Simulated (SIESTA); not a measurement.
A user runs SIESTA on Na₂CuPdF₆ (Fm-3m, 10 atoms in the cell) and asks whether the run is sound. The aim is a self-consistent single point with DFT, GGA PBEsol, numerical atomic orbitals DZP, PseudoDojo PBEsol standard norm-conserving potentials (rewritten from UPF to PSML).

Cell that was meant: a = 5.8422 Å, b = 5.8422 Å, c = 5.8422 Å, α = 60.00°, β = 60.00°, γ = 60.00°.

Part of the input:

```
XC.authors                   PBEsol
PAO.BasisSize                DZP
PAO.EnergyShift              0.01 Ry
MeshCutoff                   30 Ry
%block kgrid.MonkhorstPack
    8   0   0  0.0
    0   8   0  0.0
```

Output (repeated stretches shortened):

```
reinit: Reading from file input.fdf

reinit: System Name: Na2CuPdF6
reinit: System Label: Na2CuPdF6

   [... lines left out ...]

outcell: Cell vector modules (Ang)   :    5.842152    5.842152    5.842152
outcell: Cell angles (23,13,12) (deg):     60.0000     60.0000     60.0000
outcell: Cell volume (Ang**3)        :    140.9949
new_DM -- step:     1
Initializing Density Matrix...

Attempting to read DM from file... Failed...
DM filled with atomic data:

InitMesh: MESH = 16 x 16 x 16 = 4096
InitMesh: Mesh cutoff (required, used) =    30.000    31.095 Ry

stepf: Methfessel-Paxton step function
       Using Hermite-Gauss polynomials of order  1
        iscf     Eharris(eV)        E_KS(eV)     FreeEng(eV)     dDmax    Ef(eV) dHmax(eV)
   scf:    1   -15319.385613   -15409.350420   -15409.349213  1.877604 -0.151432 62.558756
   scf:    2   -15455.568924   -15433.774431   -15433.766772  0.280263 -0.003158 49.550440
   scf:    3   -15129.687805   -15389.517140   -15389.522166  2.539331 -1.534636 52.791089
   scf:    4   -15371.902493   -15458.402868   -15458.412786  2.307393 -0.101654 31.344736
   scf:    5   -15434.459201   -15468.319839   -15468.315909  1.726694 -3.080214 22.681994
   [... 13 lines left out ...]
   scf:   19   -15476.588687   -15476.620310   -15476.623215  0.035065 -1.659631  0.567355
   scf:   20   -15476.625748   -15476.630806   -15476.635281  0.028736 -1.661482  0.085829
   scf:   21   -15476.631515   -15476.631291   -15476.635561  0.003705 -1.661829  0.000888
   scf:   22   -15476.631295   -15476.631293   -15476.635561  0.000032 -1.661876  0.000305
SCF Convergence by DM+H criterion
max |DM_out - DM_in|         :     0.0000323767
max |H_out - H_in|      (eV) :     0.0003048566
SCF cycle converged after 22 iterations

Using DM_out to compute the final energy and forces

siesta: E_KS(eV) =           -15476.6313

siesta: E_KS - E_eggbox =    -15476.6313

siesta: Atomic forces (eV/Ang):
     1   -0.013423   -0.013423   -0.013423
     2    0.013423    0.013423    0.013423
     3    0.000000    0.000000    0.000000
     4    0.000000    0.000000    0.000000
     5  -61.595987   -1.532625   -1.532625
     6   61.595987    1.532625    1.532625
     7   -1.532625  -61.595987   -1.532625
     8    1.532625   61.595987    1.532625
     9   -1.532625   -1.532625  -61.595985
    10    1.532625    1.532625   61.595985
   [... lines left out ...]
siesta: FreeEng =    -15476.635561
   [... lines left out ...]
siesta:    -0.130995   -2.855452   -0.130995
siesta:    -0.130995   -0.130995   -2.855452

siesta: Cell volume =        140.994920 Ang**3

siesta: Pressure (static):
siesta:                Solid            Molecule  Units
siesta:           0.03109980          0.01199713  Ry/Bohr**3
siesta:           2.85545236          1.10152578  eV/Ang**3
siesta:        4574.93904418       1764.83887425  kBar
```

Task: Is this run sound? If not, what is wrong?

Result: The run is not sound. The fault is a basis or grid far too coarse for these potentials. The error of an incomplete plane-wave basis or grid does not cancel at such settings. To fix it, restore the cutoff that the potentials need and check convergence. The run converged in 22 iterations without an error; against the sound input the free energy goes down by 16.1 eV/atom, the pressure goes from -5.71 to 457.5 GPa and the largest force goes from 0.025 to 61.63 eV/Å.

The sound input it was made from differs as follows (other fixes are possible):
```diff
-MeshCutoff                   30 Ry
+MeshCutoff                   300 Ry
```

With that input, the run converged in 26 iterations: free energy E − TS -15316.0598 eV; Fermi level (on the code's own zero) -4.97 eV; pressure -5.71 GPa; largest force (vector length) 0.025 eV/Å (DFT, GGA PBEsol, numerical atomic orbitals DZP, PseudoDojo PBEsol standard norm-conserving potentials (rewritten from UPF to PSML)).

On the sound input: the starting cell comes from a database of computed structures (which also holds hypothetical and non-ambient phases and stackings), without a prior relaxation at this level. Spin polarisation is off; with an odd number of electrons in the cell that forces a metal, and a magnetic state may lie lower. Values carry the incompleteness of an atom-centred basis. With a pressure of about -6 GPa the cell is away from its equilibrium volume at this level.
